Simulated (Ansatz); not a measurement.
Fluorite CoSi₂ was calculated with PBE-D3(BJ) in Ansatz (plane waves, PAW).

Numerical settings: plane-wave cutoff 520 eV, 18×18×18 k mesh, Fermi–Dirac smearing 0.05 eV, no spin polarisation, scalar-relativistic PAW data made under PBE.

Energies at three volumes about the minimum:

```tsv
V (Å³/atom)	E − E_lowest (meV/atom)
12.186	3.13
12.435	0.00
12.683	2.91
```

Question: Fit a parabola by hand: where is the minimum, what lattice constant follows, and what is the bulk modulus?

Answer: Slopes: (0.00 − 3.13)/(12.435 − 12.186) = -12.570 and (2.91 − 0.00)/(12.683 − 12.435) = 11.734 meV/Å³. Curvature E″ = 2 × (11.734 − (-12.570))/(12.683 − 12.186) = 97.803 meV/Å⁶. From the middle of the first interval, the slope vanishes at V0 = 12.3105 − (-12.570)/97.803 = 12.439 Å³/atom. B = V0 E″ = 12.439 × 97.803 meV/Å³ × 0.1602 GPa per meV/Å³ = 195 GPa. With 12 atoms in the cube, a = (12 × 12.439)^(1/3) = 5.305 Å. The full Birch–Murnaghan fit to all volumes gives V0 = 12.435 Å³/atom and B0 = 194 GPa.

Measured, for comparison: lattice constant a 5.365 Å (room temperature, not corrected to a static lattice; as tabulated in Hegde and Bowen (2014), arXiv:1405.1317).

Ansatz is a program for electronic structure.
